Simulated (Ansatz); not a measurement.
Crystal: MgS (Fm-3m, rock salt, not sure to be the ambient phase, 2 atoms a cell, 17.7 Å³ an atom); both levels run on this one cell.

Complex bands along the normal of (111) by Ansatz (plane waves, PAW, no spin-orbit coupling). r2SCAN gives a gap of 3.46 eV and a slowest mid-gap decay of 0.241 1/Å.

What does PBE give on the same cell, and what does that do to the current through 2 nm?

Gap 2.78 eV, κ = 0.209 1/Å. The mid-gap transmission through 2 nm changes by exp(2 × 20 × (0.241 − 0.209)) = a factor of 3.6 against r2SCAN.

Ansatz is a first-principles code.
